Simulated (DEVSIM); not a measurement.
## CdTe p-n junction from an implanted or diffused profile

System: CdTe p-n junction from an implanted or diffused profile, at 300 K.

```csv
layer (left to right),material,thickness (μm),Nd (cm⁻³),τn (s),τp (s)
1,CdTe,14.0,4.5e13,2.3e-9,2.3e-9
```

Added acceptor profile: 4.3e17 cm⁻³ × exp(−(x − 0 μm)²/(2·(0.067 μm)²)). Left contact: ohmic. Right contact: ohmic. Voltage is applied to the left contact. Recombination: SRH at mid-gap, Auger. Mobility is μmin + (μ − μmin)/(1 + (N/Nref)^α).

The device is made up for the run: typed textbook-type constants, with dimensions and the other settings drawn at random. Values at 300 K.

| parameter | CdTe |
|---|---|
| gap (eV) | 1.5 |
| affinity (eV) | 4.28 |
| permittivity | 10.2 |
| Nc (cm⁻³) | 8e17 |
| Nv (cm⁻³) | 1.8e19 |
| μn (cm²/Vs) | 1000 |
| μp (cm²/Vs) | 80 |
| μn,min | 100 |
| μp,min | 10 |
| Nref,n | 1e17 |
| Nref,p | 1e17 |
| αn | 0.6 |
| αp | 0.6 |
| Cn (cm⁶/s) | 1e-30 |
| Cp (cm⁶/s) | 1e-30 |

DEVSIM, 1D drift-diffusion, Boltzmann statistics, complete ionisation; no tunnelling, impact ionisation, image-force lowering or self-heating.

The potential step across the device at zero bias comes out as 1.150 V and the dark forward voltage at 1 A/cm² is 1.149 V.

Dark forward current:

```tsv
V (V)	J (A/cm²)
0.05	1.9e-9
0.10	6.6e-9
0.20	5.4e-8
0.25	1.5e-7
0.35	1.1e-6
0.40	3.1e-6
0.45	8.6e-6
0.55	6.8e-5
0.60	0.00019
0.70	0.0016
0.75	0.0048
0.80	0.014
0.90	0.098
0.95	0.20
1.05	0.54
1.10	0.76
1.20	1.3
1.25	1.6
1.30	1.9
1.40	2.5
1.45	2.8
1.55	3.5
1.60	3.9
1.65	4.3
1.75	5.1
1.80	5.5
1.90	6.4
1.95	6.8
```

Small-signal capacitance in reverse bias (quasi-static):

```csv
V (V),C (nF/cm²)
-0.1,1.75
-0.25,1.63
-0.5,1.49
-0.75,1.37
-1,1.28
-1.5,1.14
-2,1.04
-2.5,0.964
-3.25,0.872
```
